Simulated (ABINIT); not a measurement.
ABINIT run on a defect of Al (1 atoms in the cell): self-consistent single point.

Method of the run: PBEsol, norm-conserving pseudopotentials (PseudoDojo nc-sr-04 PBEsol standard) (plane waves; ABINIT 10.0.3).

The change in words: 2 x 1 x 1 supercell, one Al atom taken out, nothing relaxed; ngkpt: 14 14 14 → 7 14 14. Reference geometry:
```yaml
crystal:
  lattice:
    - [0.00000, 2.03107, 2.03107]
    - [2.03107, 0.00000, 2.03107]
    - [2.03107, 2.03107, 0.00000]
  atoms:
    - { symbol: Al, position: [0.00000, 0.00000, 0.00000] }
```

Reference input (self-consistent single point, DFT, PBEsol, plane waves, norm-conserving pseudopotentials (PseudoDojo nc-sr-04 PBEsol standard)): pseudos = [Al.upf]; ecut = 20 Ha; ixc = -116133; occopt = 7; tsmear = 0.00367493 Ha; ngkpt = 14 14 14; nshiftk = 1; shiftk = 0 0 0; potentials = PseudoDojo nc-sr-04 PBEsol standard; nband = 7; kptopt = 1; nstep = 50. This run's input differs from it in these lines:

```diff
@@ -5,5 +5,5 @@
 rprim
-        -0.0000000000    2.0310750000    2.0310750000
-         2.0310750000   -0.0000000000    2.0310750000
-         2.0310750000    2.0310750000   -0.0000000000
+         0.0000000000    4.0621500000    4.0621500000
+         2.0310750000    0.0000000000    2.0310750000
+         2.0310750000    2.0310750000    0.0000000000
 natom 1
@@ -13,3 +13,3 @@
 xcart
-         0.0000000000    0.0000000000    0.0000000000
+         0.0000000000    2.0310750000    2.0310750000
       Angstrom
@@ -21,3 +21,3 @@
 kptopt 1
-ngkpt 14 14 14
+ngkpt 7 14 14
 nshiftk 1
```

Output (repeated stretches shortened):

```
--- !BeginCycle
solver: {iscf: 7, nstep: 50, nline: 4, wfoptalg: 0, }
tolerances: {tolvrs: 1.00E-10, }
...

     iter   Etot(hartree)      deltaE(h)  residm     vres2
 ETOT  1  -2.2845678042004    -2.285E+00 4.019E-02 1.430E+01
 ETOT  2  -2.2881996003543    -3.632E-03 2.813E-03 1.151E+00
 ETOT  3  -2.2883179587824    -1.184E-04 6.251E-03 5.900E-02
 ETOT  4  -2.2883222089526    -4.250E-06 1.818E-03 1.985E-03
 ETOT  5  -2.2883223576551    -1.487E-07 1.342E-03 6.247E-06
 ETOT  6  -2.2883223585237    -8.686E-10 2.883E-04 4.357E-08
 ETOT  7  -2.2883223585266    -2.923E-12 1.971E-04 1.287E-09
 ETOT  8  -2.2883223585267    -9.637E-14 9.239E-05 2.411E-11
 At SCF step    8       vres2   =  2.41E-11 < tolvrs=  1.00E-10 =>converged.

 Cartesian components of stress tensor (hartree/bohr^3)
  sigma(1 1)=  1.84759775E-04  sigma(3 2)= -4.24184437E-05
  sigma(2 2)=  1.84759775E-04  sigma(3 1)=  4.24184437E-05
  sigma(3 3)=  1.84759775E-04  sigma(2 1)=  4.24184437E-05

 ----iterations are completed or convergence reached----

 reduced coordinates (array xred) for    1 atoms
       0.500000000000      0.000000000000      0.000000000000
 cartesian forces (eV/Angstrom) at end:
    1     -0.00000000000000    -0.00000000000000    -0.00000000000000
 frms,max,avg= 0.0000000E+00 0.0000000E+00   0.000E+00  0.000E+00  0.000E+00 e/A
 length scales=  1.889726132886  1.889726132886  1.889726132886 bohr
              =  1.000000000000  1.000000000000  1.000000000000 angstroms
   [... lines left out ...]
 Fermi (or HOMO) energy (eV) =   1.86057   Average Vxc (eV)=  -7.32193
   [... lines left out ...]
total_energy        : -2.28832235852668E+00
total_energy_eV     : -6.22684180932900E+01
band_energy         : -1.69131172576518E-01
...

-Cartesian components of stress tensor (GPa)         [Pressure= -5.4358E+00 GPa]
- sigma(1 1)=  5.43581935E+00  sigma(3 2)= -1.24799349E+00
- sigma(2 2)=  5.43581935E+00  sigma(3 1)=  1.24799349E+00
- sigma(3 3)=  5.43581935E+00  sigma(2 1)=  1.24799349E+00

 Calculation completed.
```

The run converged in 8 iterations. Against the reference run the free energy goes up by 853 meV/atom.

The starting cell has typed, rounded lattice constants, without a prior relaxation at this level. Its lattice was rescaled by up to half a per cent.

Cost on one core of a shared machine: roughly 30 s.
